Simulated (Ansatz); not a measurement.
Start from ZnSe in the zinc blende structure (space group F-43m, No. 216).

```
CELL_PARAMETERS angstrom
      0.00000     2.81676     2.81676
      2.81676     0.00000     2.81676
      2.81676     2.81676     0.00000
ATOMIC_POSITIONS crystal
  Se 0.75000 0.75000 0.75000
  Zn 0.00000 0.00000 0.00000
```

Levels (all Ansatz, a program for electronic structure, PAW): PBEsol (420 eV, spin-orbit coupling left out); r2SCAN (500 eV, no spin-orbit coupling).

Its gap is 1.24 eV with PBEsol and 1.94 eV with r2SCAN.

Perturbation: full substitution Zn → Cd; the structure is relaxed again.

With PBEsol the gap becomes 0.48 eV.

### Question
If the r2SCAN correction stayed the same, what would the r2SCAN gap be, and what does the r2SCAN run give?

### Answer
A rigid correction of +0.70 eV gives 1.18 eV. The r2SCAN run gives 1.10 eV, so the correction itself changes by -0.08 eV.

Single points use the geometry relaxed with PBEsol. Whether these cells are dynamically stable was not tested.
